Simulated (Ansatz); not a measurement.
A self-consistent single point of SrGe2Ru2 (I4mm, 5 atoms in the cell) with Ansatz (a quantum-chemistry and plane-wave program).

Computed with LDA (PW92), default PAW files made with PBE (plane waves; Ansatz).

The change in words: lattice scaled by 0.98; basis.ecutwfc: 420 eV → 460 eV. Reference geometry:
```yaml
crystal:
  lattice:
    - [-2.15004, 2.15004, 5.14129]
    - [2.15004, -2.15004, 5.14129]
    - [2.15004, 2.15004, -5.14129]
  atoms:
    - { symbol: Sr, position: [0.00486, 0.00486, 0.00000] }
    - { symbol: Ge, position: [0.64218, 0.64218, 0.00000] }
    - { symbol: Ge, position: [0.35782, 0.35782, 0.00000] }
    - { symbol: Ru, position: [0.75000, 0.25000, 0.50000] }
    - { symbol: Ru, position: [0.25000, 0.75000, 0.50000] }
```

Reference input (self-consistent single point, DFT, LDA (PW92), plane waves, default PAW files made with PBE): basis.ecutwfc = 420 eV; kpoints.mp_grid.grid = 5 5 5; hamiltonian.xc = lda; hamiltonian.pseudopotentials = {kind: paw} (the program's default PAW files); scf.occupations.method = fermi_dirac; scf.occupations.width = 0.1 eV. This run's input differs from it in these lines:

Ansatz 0.2 input:
```diff
@@ -2,5 +2,5 @@
   lattice:
-    - [-2.150036, 2.150036, 5.141289]
-    - [2.150036, -2.150036, 5.141289]
-    - [2.150036, 2.150036, -5.141289]
+    - [-2.107035, 2.107035, 5.038463]
+    - [2.107035, -2.107035, 5.038463]
+    - [2.107035, 2.107035, -5.038463]
   atoms:
@@ -12,3 +12,3 @@
 basis:
-  ecutwfc: 420.0
+  ecutwfc: 460.0
 kpoints:
```

Log, with long lists cut:

```
SCF iter   1: F=—  HF=-23394.889114 eV  |F-HF|=—  |Δ(HF+E_count)|=         —  Δρ=6.81e-3  dr2=3.38e-2  ethr=1.77e-3  ⟨swp⟩=6.9  Hψ=3083  notcnv=0
all-band conjugate gradients solve this SCF's bands
preconditioner: auto → Kerker (q_TF=auto, 2.619 Å⁻¹)
SCF iter   2: F=—  HF=-23394.887073 eV  |F-HF|=—  |Δ(HF+E_count)|=   2.04e-3  Δρ=4.06e-3  dr2=1.62e-2  ethr=4.83e-5  ⟨swp⟩=2.9  Hψ=1418  notcnv=0
   [... lines left out ...]
SCF iter   5: F=—  HF=-23394.883893 eV  |F-HF|=—  |Δ(HF+E_count)|=   5.90e-5  Δρ=2.00e-4  dr2=5.28e-5  ethr=6.10e-7  ⟨swp⟩=2.0  Hψ=1217  notcnv=0
SCF iter   6: F=—  HF=-23394.883972 eV  |F-HF|=—  |Δ(HF+E_count)|=   7.83e-5  Δρ=5.68e-5  dr2=9.25e-6  ethr=7.55e-8  ⟨swp⟩=2.0  Hψ=1232  notcnv=0
SCF iter   7: F=—  HF=-23394.883970 eV  |F-HF|=—  |Δ(HF+E_count)|=   2.10e-6  Δρ=1.71e-5  dr2=7.49e-7  ethr=1.32e-8  ⟨swp⟩=2.0  Hψ=988  notcnv=0
SCF iter   8: F=-23394.883970 eV  HF=-23394.883970 eV  |F-HF|=7.28e-8  |Δ(HF+E_count)|=   1.01e-7  Δρ=6.24e-6  dr2=7.75e-8  ethr=1.43e-10  ⟨swp⟩=4.8  Hψ=3377  notcnv=0
SCF 1 converged in 8 iterations: F = -23394.883970 eV  dr2 = 7.75e-8
Free energy (F): -23394.883970 eV
Internal energy: -23394.823236 eV  (E = F + TS)
E sigma→0 (E₀):  -23394.853603 eV
Entropy (-TS):   -0.060734 eV (-12.147 meV/atom)
Fermi energy:    14.422239 eV
--- Forces (eV/Å), atoms counted from 1 ---
  atom   1  Sr     0.00000000    -0.00000000    -0.23170251
  atom   2  Ge     0.00000000    -0.00000000    -0.69294862
  atom   3  Ge    -0.00000000     0.00000000     0.78315493
  atom   4  Ru     0.00000000     0.00000000     0.07074730
  atom   5  Ru    -0.00000000     0.00000000     0.07074730
--- Stress (GPa, compression-positive) ---
        5.689171       0.000000      -0.000000
        0.000000       5.689171       0.000000
       -0.000000       0.000000       3.584421
  P = ⅓ Tr σ = 4.9876 GPa (49.876 kbar)
  The stress holds the Pulay correction. Without it, at fixed plane waves, as pw.x and ABINIT print it: P = 4.9559 GPa
```

The run converged in 8 iterations. Against the reference run the free energy goes up by 2.1 meV/atom, the pressure goes from -3.76 to 4.99 GPa and the largest force goes from 0.181 to 0.783 eV/Å.

The starting cell comes from a database of computed structures (which also holds hypothetical and non-ambient phases and stackings), without a prior relaxation at this level. Its lattice was rescaled by up to half a per cent. One atom was moved a little off its site on purpose. For this run, on top of that: lattice scaled by 0.98. Spin polarisation is off. Ansatz's pressure includes its estimate of the finite-basis (Pulay) stress.
